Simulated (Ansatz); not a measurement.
We consider MgO (P6₃/mmc, No. 194, 4 atoms in the cell; start mp-1065577; a measured phase of this formula has another space group), described by LDA (Ansatz, a quantum-chemistry and plane-wave program, PAW).

Settings: plane-wave cutoff 520 eV, 12×12×8 k mesh (along the axes of the cell as run), Fermi–Dirac smearing 0.01 eV, scalar-relativistic PAW data made under PBE.

Cell (relaxed at this level):

```cif
data_Mg2O2
_chemical_formula_sum 'Mg2 O2'
_space_group_name_H-M_alt 'P63/mmc'
_space_group_IT_number 194
_space_group_name_Hall '-P 6c 2c'
_cell_length_a 3.45110
_cell_length_b 3.45110
_cell_length_c 4.13835
_cell_angle_alpha 90.000
_cell_angle_beta 90.000
_cell_angle_gamma 120.000
loop_
_atom_site_label
_atom_site_type_symbol
_atom_site_symmetry_multiplicity
_atom_site_Wyckoff_symbol
_atom_site_fract_x
_atom_site_fract_y
_atom_site_fract_z
_atom_site_occupancy
Mg1 Mg 2 c 0.33333 0.66667 0.25000 1
O1 O 2 d 0.66667 0.33333 0.25000 1
```

Problem. Give the computed band gap and bulk modulus B0.

Solution. 
band gap: 3.49 eV (on the SCF k mesh)
bulk modulus B0: 142 GPa

Note: the relaxation could not lower the start's symmetry, so the cell can be a saddle point above a distorted one; the bulk modulus is −V dP/dV from two relaxed cells at ±2 % in volume.

Static lattice: no zero-point or thermal effects.

A start named mp-… is a Materials Project structure, which need not be a measured phase.
